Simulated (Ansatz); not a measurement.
Base system: CeO2 in the fluorite structure (space group Fm-3m, No. 225; a = 5.4645 Å).

Calculations: PBE (Ansatz, a program for electronic structure), no spin-orbit coupling, earlier PAW set.

Before the change:

- Gap character: indirect, K–Γ (31 % along) → L
- Band gap: 1.87 eV
- Volume per atom: 13.60 Å³

The change: hydrostatic tension (pressure −2 GPa).

Estimate the effect on the gap character.

The gap character stays indirect, K–Γ (31 % along) → L.

What does the calculation give for the band gap after the change?

The band gap falls by 0.03 eV to 1.84 eV.

What happens to the volume per atom?

The volume per atom increases by 0.16 Å³ to 13.76 Å³.

Load acts through the strain it causes; cell and atoms are relaxed under it. Whether these cells are dynamically stable was not tested. Starting moments died away, wholly or in part, for the base; another magnetic solution may exist. All final runs are without spin polarisation.
